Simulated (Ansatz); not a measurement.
## ZrC, pressure series

The reference is ZrC in the rock salt structure (space group Fm-3m, No. 225; a = 4.669 Å).

Cell and atoms are relaxed at each pressure.

The values are results of DFT with PBEsol, PAW potentials and a 420 eV plane-wave cutoff in Ansatz (a first-principles code), no spin-orbit coupling, not measurements.

```
pressure (GPa)  volume per atom (Å³/atom)
--------------  -------------------------
-2                                 12.832
-1                                 12.777
0                                  12.722
0.9                                12.675
4.5                                12.491
9                                       ?
15                                 12.021
22.5                               11.732
30                                 11.473
```

Q: Fit the third-order Birch–Murnaghan form P(V) = (3B₀/2)[(V₀/V)^(7/3) − (V₀/V)^(5/3)]·[1 + (3/4)(B₀′ − 4)((V₀/V)^(2/3) − 1)] (squares taken in P) to the rows shown and predict the withheld row.

A: Least squares on the printed values gives V₀ = 12.722 Å³/atom, B₀ = 236 GPa, B₀′ = 4.0; this predicts 12.279 Å³/atom, and the run gives 12.278 Å³/atom, in agreement.

Measured bulk modulus of ZrC: 223.1 GPa (temperature not stated; as listed in arXiv:1102.4063); the computed value is for a static lattice, so the two differ by thermal effects too.

Load acts through the strain it causes; cell and atoms are relaxed under it. No phonon test of stability was made. Competing high-pressure phases were not computed. The final runs are not spin-polarised.
